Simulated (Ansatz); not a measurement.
## Cs₂AgBiBr₆ (space group Fm-3m, No. 225)

```
Cs2AgBiBr6
1.0
    0.00000     5.49816     5.49816
    5.49816     0.00000     5.49816
    5.49816     5.49816     0.00000
Bi Ag Cs Br
1 1 2 6
Cartesian
  0.00000   0.00000   0.00000
  5.49816   5.49816   5.49816
  2.74908   2.74908   2.74908
  8.24724   8.24724   8.24724
  5.49816   2.80903   5.49816
  8.18729   5.49816   5.49816
  5.49816   8.18729   5.49816
  2.80903   5.49816   5.49816
  5.49816   5.49816   2.80903
  5.49816   5.49816   8.18729
```

Level of theory: LDA (Ansatz, an electronic-structure program), no spin-orbit coupling. Settings: 5×5×5 k-points, 0.05 eV Fermi–Dirac smearing.

| Quantity | Result |
|---|---|
| Volume per atom | 33.24 Å³ |
| Density | 5.31 g/cm³ |
| Band gap | 0.94 eV, indirect, X → L |
| Electron mass | 0.36 mₑ along k, 0.24 mₑ across |
| Hole mass | 0.15 mₑ along k, 0.62 mₑ across |
| Total energy | -4672.800 eV/atom (σ→0; compares only within this code and set-up) |

Spin-orbit coupling, missing from the scalar runs, can matter with Bi. Effective masses come from finite differences of ±0.01 Å⁻¹. Along k means along the line from Γ to the band edge. Whether these cells are dynamically stable was not tested.
